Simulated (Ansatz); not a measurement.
Results of BLYP (plane waves, PAW; Ansatz, an electronic-structure program) for hexagonal WC.

Numerical settings: plane-wave cutoff 520 eV, 24×24×22 k mesh (along the axes of the cell as run), Fermi–Dirac smearing 0.05 eV (set by the program), no spin polarisation, scalar-relativistic PAW data made under PBE.

Computed at the level's own relaxed cell.

Elastic tensor (GPa, Voigt notation, ions relaxed):

```
  638.4   201.1   151.8     0.0     0.0     0.0
  201.1   638.4   151.8     0.0     0.0     0.0
  151.8   151.8   865.7     0.0     0.0     0.0
    0.0     0.0     0.0   261.8     0.0     0.0
    0.0     0.0     0.0     0.0   261.8     0.0
    0.0     0.0     0.0     0.0     0.0   218.6
```

Question: Work out the Voigt, Reuss and Hill averages of the bulk and shear moduli, Young's modulus and Poisson's ratio from the printed constants.

Answer: K_V = [C11 + C22 + C33 + 2(C12 + C13 + C23)]/9 = [2142.5 + 2 × 504.7]/9 = 350.2 GPa. G_V = [2142.5 − 504.7 + 3 × 742.2]/15 = 257.6 GPa. From the compliances S = C⁻¹, K_R = 346.6 and G_R = 251.6 GPa. Hill means: K = 348.4, G = 254.6 GPa. E = 9KG/(3K + G) = 614 GPa, ν = (3K − 2G)/(6K + 2G) = 0.21, K/G = 1.37.

Spin–orbit coupling is not included.

The computed numbers hold no vibrational or temperature effects.
